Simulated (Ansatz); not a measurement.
An Ansatz (a quantum-chemistry and plane-wave program) input (PBEsol in Ansatz (plane waves to 420 eV, PAW, scalar-relativistic without spin-orbit coupling)):

Ansatz 0.2 input:
```yaml
crystal:
  lattice:
    - [4.6450021258, 0, 0]
    - [2.3225010629, 4.0226898416, 0]
    - [0, 0, 16.8963141771]
  atoms:
    - { symbol: Te, position: [0.6666666667, 0.1666666667, 0.4438837915] }
    - { symbol: W, position: [0.3333333333, -0.1666666667, 0.5] }
    - { symbol: Te, position: [1, 0.5, 0.5561162085] }
basis: { ecutwfc: 420, ecutrho_ratio: 4, xc_grid: 2, fft_grid_basis: typed }
kpoints: { mp_grid: { grid: [12, 12, 1] } }
hamiltonian:
  xc: pbesol
  dispersion: none
  pseudopotentials: { kind: paw }
scf: { occupations: { method: fermi_dirac, width: 0.05 }, convergence: { dr2_threshold: 0.0000000003 } }
relax: { f_tol: 0.01, max_steps: 50 }
output: { forces: true, stress: true }
checkpoint: { write: state.ck, write_every: 1000 }
```

Problem. Which symmetry and how many k-points will the program report, and about how many plane waves at Γ?

Solution. Space group P-3m1 (ITA 164) with 12 operations, k-points 19 of 144, and 6171 plane waves at Γ.

Stability against distortions was not tested. All final runs are without spin polarisation. The cell was made from WTe2 (space group Fm-3m, No. 225; a hypothetical phase, not in the database extracts checked) by this change: a free-standing slab of 1 layer (3 atoms, 3 a layer) is cut normal to [111], with 15 Å of vacuum and the in-plane cell held at bulk. WTe2 has a high density of states at the Fermi level and may be magnetic at this level.
